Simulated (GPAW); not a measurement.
Troubleshooting GPAW: a failed run on Sn₃Bi (Pm-3m, 4 atoms in the cell). The aim is a self-consistent single point with DFT PBEsol, plane waves, GPAW PAW datasets PBEsol (made by gpaw-setup).

Cell that was meant: a = 4.8927 Å, b = 4.8927 Å, c = 4.8927 Å, α = 90.00°, β = 90.00°, γ = 90.00°.

Part of the input:

```python
              pbc=True)

calc = GPAW(mode=PW(550),
            xc='AM05',
            kpts=monkhorst_pack((5, 5, 5)) + [0.5 / 5, 0.5 / 5, 0.5 / 5],
            occupations={'name': 'methfessel-paxton', 'width': 0.2, 'order': 0},
            nbands=-10,
```

Log, with long lists cut:

```
Input parameters:
  convergence: {density: 1e-05}
  kpts: [[-0.3 -0.3 -0.3],
         [-0.3 -0.3 -0.1],
         [-0.3 -0.3  0.1],
         ...,
         [ 0.5  0.5  0.1],
         [ 0.5  0.5  0.3],
         [ 0.5  0.5  0.5]]
  maxiter: 120
  mode: {ecut: 550.0,
         name: pw}
  nbands: -10
  occupations: {name: methfessel-paxton,
                order: 0,
                width: 0.2}
  symmetry: {symmorphic: False,
             tolerance: 0.0005}
  xc: AM05

Traceback (most recent call last):
   [... frames left out ...]
FileNotFoundError: Could not find required PAW dataset file "Sn.AM05".

You need to set the GPAW_SETUP_PATH environment variable to point to
the directories where PAW dataset and basis files are stored.  See
https://gpaw.readthedocs.io/install.html#install-paw-datasets
for details.
```

Question: Read the log: what does the program object to, and what is the fix?

Answer: The fault is a functional for which no datasets are installed. The program looks for atomic datasets under the functional's name. To fix it, return to the functional that was meant, or generate datasets for the new one. The program stopped before any SCF iteration.

The sound input it was made from differs as follows (other fixes are possible):
```diff
-            xc='AM05',
+            xc='PBEsol',
```

With that input, the run converged in 23 iterations: free energy E − TS (from the program's reference atoms) -18.3639 eV; Fermi level (on the code's own zero) 6.81 eV; pressure -2.86 GPa (DFT PBEsol, plane waves, GPAW PAW datasets PBEsol (made by gpaw-setup)).

On the sound input: the starting cell comes from a database of computed structures (which also holds hypothetical and non-ambient phases and stackings), without a prior relaxation at this level. Spin-orbit coupling is off.
